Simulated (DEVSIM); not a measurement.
Structure: Cr/SiO2/p-Si capacitor, at 300 K.

```csv
layer (left to right),material,thickness (nm),Na (cm⁻³)
1,SiO2,8.80,-
2,Si,850,4.6e17
```

Metal gate on the left, work function 4.5 eV. Fixed charge at the semiconductor interface 0 cm⁻² (in units of +e); interface traps 1.2e10 cm⁻² eV⁻¹, uniform in energy, neutral level at 0.5 of the gap above the valence band.

Constants are typed, rounded textbook-type inputs, not results; the design itself was drawn at random and stands for no fabricated device. Values at 300 K.

```csv
parameter,SiO2,Si
gap (eV),9,1.124
affinity (eV),0.9,4.05
permittivity,3.9,11.7
Nc (cm⁻³),-,2.86e19
Nv (cm⁻³),-,3.1e19
```

DEVSIM, 1D Poisson equation in equilibrium, Boltzmann statistics, complete ionisation; no quantum confinement or tunnelling. Metal contacts follow the ideal Schottky-Mott rule: no Fermi-level pinning, no interface dipoles.

**Question.** Tabulate band edges, carrier densities and field at 0.8 V on the gate.

**Answer.** Energies count from the Fermi level of the right contact; mesh points crowd at the junctions.

```json
[
 {"x (μm)": "0.000", "Ec (eV)": "2.800", "Ev (eV)": "-6.200", "n (cm⁻³)": "< 1e2", "p (cm⁻³)": "< 1e2", "field (V/cm)": "860000"},
 {"x (μm)": "0.001023", "Ec (eV)": "2.888", "Ev (eV)": "-6.112", "n (cm⁻³)": "< 1e2", "p (cm⁻³)": "< 1e2", "field (V/cm)": "860000"},
 {"x (μm)": "0.002701", "Ec (eV)": "3.033", "Ev (eV)": "-5.967", "n (cm⁻³)": "< 1e2", "p (cm⁻³)": "< 1e2", "field (V/cm)": "860000"},
 {"x (μm)": "0.005228", "Ec (eV)": "3.251", "Ev (eV)": "-5.749", "n (cm⁻³)": "< 1e2", "p (cm⁻³)": "< 1e2", "field (V/cm)": "860000"},
 {"x (μm)": "0.007681", "Ec (eV)": "3.463", "Ev (eV)": "-5.537", "n (cm⁻³)": "< 1e2", "p (cm⁻³)": "< 1e2", "field (V/cm)": "860000"},
 {"x (μm)": "0.008741", "Ec (eV)": "3.554", "Ev (eV)": "-5.446", "n (cm⁻³)": "< 1e2", "p (cm⁻³)": "< 1e2", "field (V/cm)": "860000"},
 {"x (μm)": "0.009775", "Ec (eV)": "0.437", "Ev (eV)": "-0.687", "n (cm⁻³)": "1.3e12", "p (cm⁻³)": "8.8e7", "field (V/cm)": "280000"},
 {"x (μm)": "0.01296", "Ec (eV)": "0.522", "Ev (eV)": "-0.602", "n (cm⁻³)": "4.8e10", "p (cm⁻³)": "2.4e9", "field (V/cm)": "260000"},
 {"x (μm)": "0.01811", "Ec (eV)": "0.646", "Ev (eV)": "-0.478", "n (cm⁻³)": "4.1e8", "p (cm⁻³)": "2.9e11", "field (V/cm)": "220000"},
 {"x (μm)": "0.02754", "Ec (eV)": "0.823", "Ev (eV)": "-0.301", "n (cm⁻³)": "430000", "p (cm⁻³)": "2.7e14", "field (V/cm)": "150000"},
 {"x (μm)": "0.04678", "Ec (eV)": "0.993", "Ev (eV)": "-0.131", "n (cm⁻³)": "590", "p (cm⁻³)": "2.0e17", "field (V/cm)": "32000"},
 {"x (μm)": "0.1051", "Ec (eV)": "1.015", "Ev (eV)": "-0.109", "n (cm⁻³)": "250", "p (cm⁻³)": "4.6e17", "field (V/cm)": "≈ 0"},
 {"x (μm)": "0.1994", "Ec (eV)": "1.015", "Ev (eV)": "-0.109", "n (cm⁻³)": "250", "p (cm⁻³)": "4.6e17", "field (V/cm)": "≈ 0"},
 {"x (μm)": "0.3847", "Ec (eV)": "1.015", "Ev (eV)": "-0.109", "n (cm⁻³)": "250", "p (cm⁻³)": "4.6e17", "field (V/cm)": "≈ 0"},
 {"x (μm)": "0.6574", "Ec (eV)": "1.015", "Ev (eV)": "-0.109", "n (cm⁻³)": "250", "p (cm⁻³)": "4.6e17", "field (V/cm)": "≈ 0"},
 {"x (μm)": "0.7569", "Ec (eV)": "1.015", "Ev (eV)": "-0.109", "n (cm⁻³)": "250", "p (cm⁻³)": "4.6e17", "field (V/cm)": "≈ 0"},
 {"x (μm)": "0.8076", "Ec (eV)": "1.015", "Ev (eV)": "-0.109", "n (cm⁻³)": "250", "p (cm⁻³)": "4.6e17", "field (V/cm)": "≈ 0"},
 {"x (μm)": "0.8333", "Ec (eV)": "1.015", "Ev (eV)": "-0.109", "n (cm⁻³)": "250", "p (cm⁻³)": "4.6e17", "field (V/cm)": "≈ 0"},
 {"x (μm)": "0.8493", "Ec (eV)": "1.015", "Ev (eV)": "-0.109", "n (cm⁻³)": "250", "p (cm⁻³)": "4.6e17", "field (V/cm)": "≈ 0"},
 {"x (μm)": "0.8545", "Ec (eV)": "1.015", "Ev (eV)": "-0.109", "n (cm⁻³)": "250", "p (cm⁻³)": "4.6e17", "field (V/cm)": "≈ 0"},
 {"x (μm)": "0.8571", "Ec (eV)": "1.015", "Ev (eV)": "-0.109", "n (cm⁻³)": "250", "p (cm⁻³)": "4.6e17", "field (V/cm)": "≈ 0"},
 {"x (μm)": "0.8588", "Ec (eV)": "1.015", "Ev (eV)": "-0.109", "n (cm⁻³)": "250", "p (cm⁻³)": "4.6e17", "field (V/cm)": "≈ 0"}
]
```
